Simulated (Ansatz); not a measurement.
An Ansatz (an electronic-structure program) run: TlBr with a change (isotropic strain −2.00 %); LDA/PAW in Ansatz, spin-orbit coupling left out.

Input:

Ansatz 0.2 input:
```yaml
crystal:
  lattice:
    - [3.7627366997, 0, 0]
    - [0, 3.7627366997, 0]
    - [0, 0, 3.7627366997]
  atoms:
    - { symbol: Tl, position: [0, 0, 0] }
    - { symbol: Br, position: [0.5, 0.5, 0.5] }
basis: { ecutwfc: 420, ecutrho_ratio: 4, xc_grid: 2, fft_grid_basis: typed }
kpoints: { mp_grid: { grid: [9, 9, 9] } }
hamiltonian:
  xc: lda
  dispersion: none
  pseudopotentials: { kind: paw }
scf: { occupations: { method: fermi_dirac, width: 0.05 }, convergence: { dr2_threshold: 0.0000000002 } }
relax: { f_tol: 0.005, max_steps: 50 }
output: { forces: true, stress: true }
checkpoint: { write: state.ck, write_every: 1000 }
```

Output (explanatory and most iteration lines left out):

```
Relaxation: its limit of steps is 50 (relax.max_steps)
Pseudopotential: Tl, paw, valence charge 13
Pseudopotential: Br, paw, valence charge 7
Crystal: 2 atoms, lattice volume = 53.274 Å³
Basis set: ecut = 420 eV, 1021 PW (Γ), exchange–correlation on 54×54×54 points (8 copies of the dense FFT grid, shifted against one another)
Bands: 14, of which v1, the nominal top of the filled ones, is band 10 counted from 1 (9 counted from 0)
Symmetry: 48 space group operations
Space group: Pm-3m (ITA 221), of the structure as read, at distance tolerance 3.8e-5 Å
k-points: 35 of 729
Functional: x = slater, c = lda
SCF iter   1: F=—  HF=-13841.908863 eV  |F-HF|=—  |Δ(HF+E_count)|=         —  Δρ=4.70e-3  dr2=1.06e-2  ethr=1.77e-3  ⟨swp⟩=6.3  Hψ=2812  notcnv=0
SCF iter   2: F=—  HF=-13841.903881 eV  |F-HF|=—  |Δ(HF+E_count)|=   4.98e-3  Δρ=1.78e-3  dr2=8.70e-4  ethr=5.29e-5  ⟨swp⟩=2.1  Hψ=1126  notcnv=0
SCF 1 converged in 7 iterations: F = -13841.903624 eV  dr2 = 1.46e-10
relax step   1: F+E_penalty+E_count = -13841.90362431 eV  Δ(F+E_penalty+E_count) = +0.000e0 eV  max|allowed force component| = 1.479e-30 eV/Å  Δτ_max = 0.0000 Å  (7 SCF iters, accepted)
SCF converged after 7 iterations
Free energy (F): -13841.903624 eV
Internal energy: -13841.903624 eV  (E = F + TS)
E sigma→0 (E₀):  -13841.903624 eV
Fermi energy:    7.887722 eV
--- Forces (eV/Å), atoms counted from 1 ---
  atom   1  Tl    -0.00000000     0.00000000     0.00000000
  atom   2  Br     0.00000000    -0.00000000     0.00000000
--- Stress (GPa, compression-positive) ---
        2.366217      -0.000000       0.000000
        0.000000       2.366217       0.000000
        0.000000      -0.000000       2.366217
  P = ⅓ Tr σ = 2.3662 GPa (23.662 kbar)
--- Relaxed structure (1 steps of the walk, 1 accepted, 0 SCFs on fresh bases) ---
  atoms:
    - { symbol: Tl, position: [0.0, 0.0, 0.0] }
    - { symbol: Br, position: [0.5, 0.5, 0.5] }
```

With Tl present, leaving out spin-orbit coupling can change the band edges. Whether these cells are dynamically stable was not tested. The cell was made from TlBr in the CsCl type structure (space group Pm-3m, No. 221) by this change: isotropic strain −2.00 %.
